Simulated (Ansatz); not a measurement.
Spacing of the highest filled and lowest empty level at the zone centre in eight small model glasses of hand-chosen composition and density, fast-quenched (anions pushed apart in CHGNet runs), each at its PBE geometry, by PBE and by r2SCAN (Ansatz, an electronic-structure program, plane waves, PAW). The cells are the first eight to finish that balance their formal charges, show no moments and no lower geometry on charging where those were tested, and have a gap at both levels; defect levels can set the spacings.

```csv
cell,quench by,pressure (GPa),levels at the gap,PBE (eV),"experiment, tabulated (eV)"
Ti20O43In2,CHGNet,0.0,spread,2.72,-
Zr20O41Ag2,CHGNet,-1.6,localised at the filled edge,2.89,-
In24O37Sr,CHGNet,1.1,localised at the filled edge,0.48,-
Si24O49Mg,CHGNet,0.0,localised at the filled edge,3.98,-
Si24O49Ca,CHGNet,0.0,localised at the filled edge,4.14,-
Ti20O41Zn,CHGNet,1.6,localised at the filled edge,2.72,-
Si24O51Mo,CHGNet,1.3,localised at both edges,0.41,-
Ti20O43Al2,CHGNet,0.0,localised at the filled edge,2.41,-
```

Problem. What does r2SCAN give, and how does it move these values against PBE?

Solution. Ti20O43In2 3.07, Zr20O41Ag2 3.25, In24O37Sr 0.85, Si24O49Mg 4.63, Si24O49Ca 4.78, Ti20O41Zn 3.07, Si24O51Mo 0.66, Ti20O43Al2 2.73 eV. It raises them by +0.25 to +0.65 eV, +0.41 eV on average. A straight line through the eight gives r2SCAN = 1.08 × PBE +0.21 eV, with a scatter of 0.09 eV.
